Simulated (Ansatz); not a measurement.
Given:

End structure of a constructed model of the (111) surface of fcc Pd, a pseudomorphic layer of In in the other hollow (bottom of the slab: a bare face, its two planes held):

```xyz
7
Lattice="2.7886 0.0000 0.0000 -1.3943 2.4150 0.0000 0.0000 0.0000 30.0000" Properties=species:S:1:pos:R:3 pbc="T T T"
Pd     0.0000     1.6100     8.0838
Pd     1.3943     0.8050    10.3607
Pd     0.0000     0.0000    12.6294
Pd     0.0000     1.6100    14.9058
Pd     1.3943     0.8050    17.1910
Pd     0.0000     0.0000    19.5173
In     1.3943     0.8050    21.9050
```

Model: 7-atom slab, 13.8 Å thick at the start, 15x15x1 mesh, Fermi-Dirac 0.1 eV, dipole correction, 2 atoms held, the rest relaxed; held to the start's symmetry, so lower structures may exist; no spin, no spin-orbit, no U. In PBE it is, or lies within 0.01 eV a 1x1 cell of, the lowest of the 2 structures of its composition computed so far; larger cells were not tried.

Predict the work function of the top face from PBE run with Ansatz (a first-principles code).

3.86 eV
